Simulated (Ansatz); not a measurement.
Take CdSe in the zinc blende structure (space group F-43m, No. 216; a = 6.133 Å) as the base.

Level of theory: r2SCAN, PAW, 500 eV (Ansatz, a quantum-chemistry and plane-wave program; no spin-orbit coupling).

One change was made to it. Results:

```tsv
quantity	base	after
shortest interatomic distance	2.656 Å	2.890 Å
band gap	1.04 eV	zero
```

Q: What was done to the base?
(A) Cd → Zn
(B) Se → Br
(C) Se → Pb

A: C, Se → Pb. For comparison, the shortest interatomic distance in the other runs: Se → Br gives 2.930 Å; Cd → Zn gives 2.453 Å.

No phonon test of stability was made. As relaxed here, CdPb and CdBr are hypothetical phases, not in the database extracts checked. All final runs are without spin polarisation. An odd electron count without spin: CdBr.
